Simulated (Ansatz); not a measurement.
GeSe (model structure, started from the beta GaS type, P6₃/mmc, No. 194, 8 atoms in the cell): volume per atom by level of theory

No measured value is used here.

| level (code) | value (Å³/atom) |
|---|---|
| PBE (Ansatz) | 34.57 |
| PBEsol (Ansatz) | 29.00 |
| PBE-D3(BJ) (Ansatz) | 28.23 |

Ansatz's density-functional and Hartree–Fock values are scalar-relativistic unless marked +SOC, with PAW data made under PBE.

A model structure was made by putting elements into a prototype or built by hand; it is no filed structure, need not be a known phase, and can be a saddle point held by its symmetry.

Ansatz is an electronic-structure program.
